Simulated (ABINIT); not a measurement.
Band structure of HfB2 (P6/mmm, 3 atoms in the cell).

```
HfB2
1.0
    3.17967     0.00000     0.00000
   -1.58984     2.75367     0.00000
    0.00000     0.00000     3.53140
Hf B
1 2
Cartesian
  0.00000   0.00000   0.00000
  0.00000   1.83578   1.76570
  1.58984   0.91789   1.76570
```

Computed with PBE, norm-conserving pseudopotentials (PseudoDojo nc-sr-05 PBE standard) (plane waves; ABINIT).

Settings: pseudos = [Hf.upf, B.upf]; ecut = 38 Ha; ixc = 11; occopt = 3; tsmear = 0.00367493 Ha; ngkpt = 8 8 6; nshiftk = 1; shiftk = 0 0 0; potentials = PseudoDojo nc-sr-05 PBE standard; kptopt = 1; nstep = 50; tolvrs1 = 1e-10; ndtset = 2.

The starting cell comes from a database of computed structures (which also holds hypothetical and non-ambient phases and stackings), without a prior relaxation at this level. Its lattice was rescaled by a random factor within 2.5 % of one. Spin-orbit coupling is off.

Levels in eV from the Fermi level, bands 6 to 13:
```tsv
point	6	7	8	9	10	11	12	13
Γ	-3.01	-2.92	-2.92	-2.91	3.74	3.74	4.32	4.32
M	-9.12	-4.11	-3.49	-2.85	1.92	2.51	5.16	5.37
K	-8.34	-7.67	-2.62	-2.62	1.56	1.56	3.23	8.88
A	-8.32	-1.28	-1.28	0.23	0.23	0.87	0.87	1.99
L	-7.56	-4.93	-4.68	-2.85	3.71	3.82	5.86	6.68
H	-9.07	-5.55	-3.24	-3.24	4.06	5.05	6.43	6.43
```

Bands cross the Fermi level along this path, so the cell is metallic at this level.
